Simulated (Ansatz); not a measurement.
Response to strain in KI

Take KI in the rock salt structure (space group Fm-3m, No. 225; a = 7.006 Å) as the base.

Strains are applied to the cell and any free atomic positions relax.

Computed with Ansatz (a first-principles code), PBEsol, PAW, cutoff 420 eV, spin-orbit coupling left out.

Candidates:
(a) isotropic strain +1.50 %
(b) isotropic strain +3.00 %
(c) isotropic strain −0.50 %
(d) isotropic strain −1.00 %

Before the change:

| Property | Value |
|---|---|
| Band gap | 3.87 eV |

**Question.** Order them by band gap, highest first.

**Answer.** (d) isotropic strain −1.00 % (3.94 eV), (c) isotropic strain −0.50 % (3.91 eV), (a) isotropic strain +1.50 % (3.78 eV), (b) isotropic strain +3.00 % (3.69 eV)

With I present, leaving out spin-orbit coupling can change the band edges. Stability against distortions was not tested.
